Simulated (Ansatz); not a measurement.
CrI3, response to strain

Consider CrI3 in the BiI3 type structure (space group R-3, No. 148; ferromagnetic; layered, stacked along the Cartesian z axis).

```xyz
8
Lattice="3.4091 1.9682 6.4926 -3.4091 1.9682 6.4926 0.0000 -3.9365 6.4926" Properties=species:S:1:pos:R:3 pbc="T T T"
Cr     0.0000     0.0000     6.5026
Cr     0.0000     0.0000    12.9751
I     -2.2281    -0.0954     8.0470
I      1.1967    -1.8819     8.0470
I      1.0314     1.9773     8.0470
I      2.2281     0.0954    11.4307
I     -1.1967     1.8819    11.4307
I     -1.0314    -1.9773    11.4307
```

Cartesian axes are those of the cell as printed.

Strains are applied to the cell and any free atomic positions relax.

Level of theory: DFT with PBE-D3(BJ), PAW potentials and a 420 eV plane-wave cutoff in Ansatz (an electronic-structure program), no spin-orbit coupling.

Candidates:
(a) isotropic strain +4.51 %
(b) uniaxial strain ε_xx = +1.88 %
(c) isotropic strain +3.43 %
(d) tensor shear ε_yz = +0.66 %

Notes on the quantities. energy relative to the base: free energy F.

Problem. Order them by energy relative to the base, lowest first.

Solution. (d) tensor shear ε_yz = +0.66 % (+0.1 meV/atom), (b) uniaxial strain ε_xx = +1.88 % (+1.7 meV/atom), (c) isotropic strain +3.43 % (+17 meV/atom), (a) isotropic strain +4.51 % (+29 meV/atom)

The magnetic state is the one reached from the starting moments; the real material's order can differ, and small cells can't hold many antiferromagnetic ones. Whether these cells are dynamically stable was not tested.
